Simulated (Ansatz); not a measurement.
Consider Zn in the hcp (Mg type) structure (space group P6_3/mmc, No. 194; a = 2.613 Å, c = 4.781 Å; relaxed with 0.1 eV smearing). Axes: x lies along a and z along c of the hexagonal cell.

Level of theory: PBEsol (Ansatz, a quantum-chemistry and plane-wave program), scalar-relativistic without spin-orbit coupling.

Before the change:

| Quantity | Value |
|---|---|
| Pressure | 0.0 GPa |
| Band gap | zero |

The change: the cell is compressed by 2.50 % along z with no lateral relaxation, atoms relaxed at fixed cell.

Q: What does the calculation give for the energy relative to the base, pressure and band gap after the change?

A: The energy goes up by 3.0 meV/atom; the pressure (mean of the normal stresses, compression positive) goes from zero to 1.9 GPa; the band gap is still zero.

The cells carry an imposed strain or load. Stability against distortions was not tested.
